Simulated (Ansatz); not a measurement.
The starting structures come from a database of crystals and need not be the phases stable at ambient conditions.

Here is the system:

```yaml
crystal:
  lattice:
    - [8.29903, 0.00000, 0.00000]
    - [-4.14951, 7.18717, 0.00000]
    - [4.14951, 2.39572, 6.77613]
  atoms:
    - { symbol: Y, position: [0.25000, 0.87500, 0.87500] }
    - { symbol: Y, position: [0.75000, 0.87500, 0.87500] }
    - { symbol: Y, position: [0.25000, 0.37500, 0.87500] }
    - { symbol: Y, position: [0.75000, 0.87500, 0.37500] }
    - { symbol: Cd, position: [0.50000, 0.25000, 0.25000] }
    - { symbol: Cd, position: [0.00000, 0.50000, 0.50000] }
    - { symbol: Se, position: [0.76306, 0.11847, 0.11847] }
    - { symbol: Se, position: [0.26306, 0.63153, 0.63153] }
    - { symbol: Se, position: [0.76306, 0.64459, 0.11847] }
    - { symbol: Se, position: [0.26306, 0.63153, 0.10541] }
    - { symbol: Se, position: [0.23694, 0.11847, 0.64459] }
    - { symbol: Se, position: [0.73694, 0.10541, 0.63153] }
    - { symbol: Se, position: [0.23694, 0.11847, 0.11847] }
    - { symbol: Se, position: [0.73694, 0.63153, 0.63153] }
```

Space group of this cell: Fd-3m, spinel. The cell is taken as given.

Transport runs along the normal of the first two printed cell vectors, the (111) plane of the conventional cell.

The gap is the functional's own. No spin-orbit coupling. Mid-gap values are interpolated on the energy grid.

Give the band gap and the smallest decay constant κ at mid-gap that Ansatz (a program for electronic structure) with r2SCAN yields.

Gap 1.08 eV on a 6×6×6 mesh; κ = 0.117 1/Å, at the zone centre.
